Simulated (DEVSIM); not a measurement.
Device: Si p-i-n diode, at 250 K.

Layer 1 from the left is Si, thickness (μm) 0.840, Na (cm⁻³) 3.3e18, τn (s) 0.00089, τp (s) 0.00089. Layer 2 from the left is Si, thickness (μm) 18.0, Nd (cm⁻³) 7.8e12, τn (s) 0.00089, τp (s) 0.00089. Layer 3 from the left is Si, thickness (μm) 0.680, Nd (cm⁻³) 1.8e17, τn (s) 0.00089, τp (s) 8.9e-5.

Left contact: ohmic. Right contact: ohmic. Voltage is applied to the left contact. Recombination: SRH at mid-gap, radiative. Mobility is μmin + (μ − μmin)/(1 + (N/Nref)^α).

This is a model device: material constants are rounded textbook-type values typed into the input, and sizes, dopings and lifetimes were drawn at random. Values at 300 K; Nc and Nv go as T^1.5, mobilities as T to minus their exponent, the gap by Varshni's rule with the affinity fixed.

Si: gap (eV) 1.124, affinity (eV) 4.05, permittivity 11.7, Nc (cm⁻³) 2.86e19, Nv (cm⁻³) 3.1e19, μn (cm²/Vs) 1417, μp (cm²/Vs) 470, μn,min 52, μp,min 45, Nref,n 9.7e16, Nref,p 2.2e17, αn 0.68, αp 0.72, T exponent of μn 2.3, T exponent of μp 2.2, B (cm³/s) 4.7e-15, Varshni α (eV/K) 0.000473, Varshni β (K) 636.

Simulated with DEVSIM: 1D drift-diffusion, Boltzmann statistics, complete ionisation; no tunnelling, impact ionisation, image-force lowering or self-heating.

Q: What does the simulation give for the potential step across the device at zero bias, the dark forward voltage at 1 A/cm², the dark forward voltage at 100 A/cm²?

A: potential step across the device at zero bias 0.990 V; dark forward voltage at 1 A/cm² 0.756 V; dark forward voltage at 100 A/cm² 0.883 V.
